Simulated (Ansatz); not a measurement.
## Response to strain in GaN

Consider GaN in the zinc blende structure (space group F-43m, No. 216; a = 4.4981 Å). Axes: x, y, z lie along the cube axes.

Strains are applied to the cell and any free atomic positions relax; under biaxial strain the out-of-plane vector relaxes too.

Level of theory: Ansatz (a first-principles code), PBEsol, PAW, cutoff 420 eV, no SOC.

| biaxial strain, plane normal [111], relaxed out of plane (%) | band gap (eV) |
|---|---|
| 0 | 1.70 |
| 0.42 | 1.63 |
| 0.83 | ? |
| 1.25 | 1.50 |
| 1.67 | 1.43 |
| 2.08 | 1.36 |
| 2.5 | 1.29 |

Q: Fit E_g = E₀ + Dε (ε in %) to the rows shown and predict the withheld row.

A: Least squares on the printed values gives E₀ = 1.70 eV, D = -163 meV per % of strain (largest residual 0.00 eV); this predicts 1.57 eV, and the run gives 1.57 eV, in agreement.

Stability against distortions was not tested. This is not the structure that GaN has at room temperature and ambient pressure.
